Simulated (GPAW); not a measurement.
Converging the plane-wave cutoff: CuAu (P4mm, 2 atoms in the cell)

```
CuAu
1.0
    2.81400     0.00000     0.00000
    0.00000     2.81400     0.00000
    0.00000     0.00000     3.68835
Cu Au
1 1
Direct
  0.00000   0.00000   0.01356
  0.50000   0.50000   0.50000
```

Computed with PBEsol, GPAW PAW datasets PBEsol (made by gpaw-setup) (plane waves; GPAW).

Base settings: mode = pw; ecut = 850 eV; xc = PBEsol; kpts = 4 4 3; mesh shift (steps) = 0 0 0; occupations.name = fermi-dirac; occupations.width = 0.1 eV; nbands = -8; convergence.density = 1e-05 e/electron; symmetry.symmorphic = false.

The second cell is the first with its lattice scaled by 0.98.

The mesh stays at the base's, so the ladder's end is converged at best in this setting alone.

Only quantities that move along the ladder and can be compared are tabulated.

The count of work is k-points × plane waves × bands × iterations; it is no time. 

The starting cell has typed, rounded lattice constants, without a prior relaxation at this level. Its lattice was rescaled by up to half a per cent. One atom was moved a little off its site on purpose. Spin polarisation is off. Without a gap this mesh is coarse (it stands for a supercell whose shortest vector is 11 Å).

Steps (ecut): 300 eV; 340 eV; 380 eV; 425 eV; 470 eV; 510 eV; 595 eV; 680 eV; 765 eV; 850 eV; 935 eV; 1020 eV; 1150 eV; 1275 eV; 1490 eV; 1700 eV; 2040 eV.

Problem. What is the coarsest ecut that holds the energy of the compressed cell less the first within 0.5 meV/atom of the last step, with all finer ones?

Solution. 470 eV, at 0.11 of the last step's count of work; the step before is off by 1.5 meV/atom.

Problem. What is the coarsest ecut that holds the pressure within 0.2 GPa of the last step, with all finer ones?

Solution. 935 eV, at 0.33 of the last step's count of work; the step before is off by 0.37 GPa.

Problem. What is the coarsest ecut that holds the free energy within 1 meV/atom of the last step, with all finer ones?

Solution. 1020 eV, at 0.37 of the last step's count of work; the step before is off by 1.1 meV/atom.

```tsv
ecut	free energy less the last step's (meV/atom)	energy of the compressed cell less the first (meV/atom)	pressure (GPa)	count of work / last
300 eV	215.67	26.15	-2.70	0.061
340 eV	183.55	25.01	-2.85	0.074
380 eV	141.65	24.96	-3.95	0.076
425 eV	88.72	27.34	-3.86	0.094
470 eV	52.30	25.91	-2.56	0.11
510 eV	37.43	26.18	-1.34	0.14
595 eV	33.23	25.95	-0.74	0.16
680 eV	25.70	25.86	-1.35	0.19
765 eV	12.96	25.89	-1.39	0.24
850 eV	4.36	25.95	-1.02	0.28
935 eV	1.10	25.83	-0.78	0.33
1020 eV	0.22	25.83	-0.67	0.37
1150 eV	0.02	25.83	-0.64	0.41
1275 eV	0.01	25.82	-0.65	0.50
1490 eV	0.00	25.82	-0.65	0.60
1700 eV	0.00	25.82	-0.64	0.70
2040 eV	0.00	25.82	-0.65	1.0
```

The energy difference between the two cells stays within 1 meV/atom of the last step's from 470 eV on, the total only from 1020 eV on: much of the error is common to both cells and cancels.

Two neighbours can agree and both be off: 340 eV and 380 eV differ by 0.05 meV/atom in the energy of the compressed cell less the first, yet lie about 0.86 meV/atom from the last step.

At the lowest cutoff the pressure lies 2.0 GPa under the last step's, the usual sign of Pulay stress in an incomplete plane-wave basis.
